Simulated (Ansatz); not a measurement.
Start from CsSnI3 in the cubic perovskite structure (space group Pm-3m, No. 221; a = 6.271 Å).

Level of theory: Ansatz (a program for electronic structure) PBE, spin-orbit coupling left out.

For the base:

| Property | Result |
|---|---|
| Volume per atom | 49.33 Å³ |

One thing is altered: cell and atoms relaxed at a pressure of 5 GPa.

Task: Predict the new volume per atom.

Result: The volume per atom shrinks by 8.81 Å³ (49.33 Å³ → 40.52 Å³).

A case with no gap was solved on a k-mesh chosen for an insulator, which is coarse for it. Load acts through the strain it causes; cell and atoms are relaxed under it. Whether these cells are dynamically stable was not tested. Competing high-pressure phases were not computed. The final runs are not spin-polarised. Many cubic perovskites are stable only at high temperature; tilts and polar distortions were not tested.
